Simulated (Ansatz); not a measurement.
## Response to strain in AlRu

The parent structure is AlRu in the CsCl type structure (space group Pm-3m, No. 221; relaxed with 0.1 eV smearing).

```
CELL_PARAMETERS angstrom
      2.98315     0.00000     0.00000
      0.00000     2.98315     0.00000
      0.00000     0.00000     2.98315
ATOMIC_POSITIONS crystal
  Al 0.50000 0.50000 0.50000
  Ru 0.00000 0.00000 0.00000
```

Cartesian axes are those of the cell as printed.

Strains are applied to the cell and any free atomic positions relax.

Computed with r2SCAN (Ansatz, a quantum-chemistry and plane-wave program), no spin-orbit coupling.

Notes on the quantities. energy relative to the base: free energy F; pressure: mean of the normal stresses, compression positive.

```tsv
variant	energy relative to the base	volume per atom	pressure
base	0 meV/atom	13.27 Å³	0.0 GPa
uniaxial strain ε_zz = +0.50 %	+0.4 meV/atom	13.34 Å³	-1.1 GPa
uniaxial strain ε_zz = +1.00 %	…	13.41 Å³	…
uniaxial strain ε_zz = +1.50 %	+3.1 meV/atom	13.47 Å³	-3.1 GPa
uniaxial strain ε_zz = +2.00 %	+5.5 meV/atom	13.54 Å³	-4.1 GPa
uniaxial strain ε_zz = +2.50 %	+8.5 meV/atom	13.61 Å³	-5.1 GPa
uniaxial strain ε_zz = +3.00 %	+12 meV/atom	13.67 Å³	-6.0 GPa
```

Problem. Complete the table.

Solution. 
- uniaxial strain ε_zz = +1.00 %, energy relative to the base: +1.4 meV/atom
- uniaxial strain ε_zz = +1.00 %, pressure: -2.1 GPa

Whether these cells are dynamically stable was not tested. All final runs are without spin polarisation.
